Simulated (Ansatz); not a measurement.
Consider Cu3SbS4 (space group I-42m, No. 121; a = 5.3398 Å, c = 10.6351 Å).

Calculations: PBEsol/PAW in Ansatz (a first-principles code), scalar-relativistic without spin-orbit coupling.

Strains are applied to the cell and any free atomic positions relax.

One change was made to it. Results:

The energy rises by 2.5 meV/atom; the pressure (mean of the normal stresses, compression positive) goes from zero to 1.9 GPa.

Task: What was done to the base?
(A) isotropic strain −0.75 %
(B) isotropic strain −3.00 %
(C) isotropic strain −1.50 %

Result: A, isotropic strain −0.75 %. For comparison, the energy relative to the base in the other runs: isotropic strain −3.00 % gives +44 meV/atom; isotropic strain −1.50 % gives +10 meV/atom.

Stability against distortions was not tested. The final runs are not spin-polarised.
